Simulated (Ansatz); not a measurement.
# Effect of 4 layers on LiCl

The reference is LiCl in the rock salt structure (space group Fm-3m, No. 225; a = 5.112 Å). Axes: x, y, z lie along the cube axes.

One thing is altered: a free-standing slab of 4 layers (8 atoms, 2 a layer) is cut normal to the z axis, with 15 Å of vacuum and the in-plane cell held at bulk.

Method: r2SCAN (Ansatz, an electronic-structure program), no SOC. Settings: 9×9×1 k-points, 0.05 eV Fermi–Dirac smearing, for the changed cell.

The layer's space group (with vacuum) comes out as P4/nmm (No. 129) and the shortest interatomic distance decreases by 0.118 Å (2.556 Å → 2.438 Å). The band gap drops by 0.57 eV, from 7.29 eV to 6.72 eV and the gap character amounts to indirect, X → Γ. The excess energy per area of both faces (slab less bulk energy over the cell's area: twice a surface energy) is 0.38 J/m² and the thickness between the outermost nuclei is 7.77 Å. The change of the spacing d12 from its bulk value of 2.556 Å comes out as -2.7 % and the change of the spacing d23 from its bulk value of 2.556 Å is +2.3 %.

Final structure:

```yaml
crystal:
  lattice:
    - [3.61492, 0.00000, 0.00000]
    - [0.00000, 3.61492, 0.00000]
    - [0.00000, 0.00000, 22.66841]
  atoms:
    - { symbol: Cl, position: [0.25000, 0.75000, 0.32861] }
    - { symbol: Li, position: [0.75000, 0.25000, 0.33662] }
    - { symbol: Cl, position: [0.75000, 0.25000, 0.44416] }
    - { symbol: Li, position: [0.25000, 0.75000, 0.44050] }
    - { symbol: Cl, position: [0.25000, 0.75000, 0.55584] }
    - { symbol: Li, position: [0.75000, 0.25000, 0.55950] }
    - { symbol: Cl, position: [0.75000, 0.25000, 0.67139] }
    - { symbol: Li, position: [0.25000, 0.75000, 0.66338] }
```

The excess energy carries the mismatch between the slab's and the bulk's meshes. No phonon test of stability was made. Labels are those of the standard path for the cell's own space group.
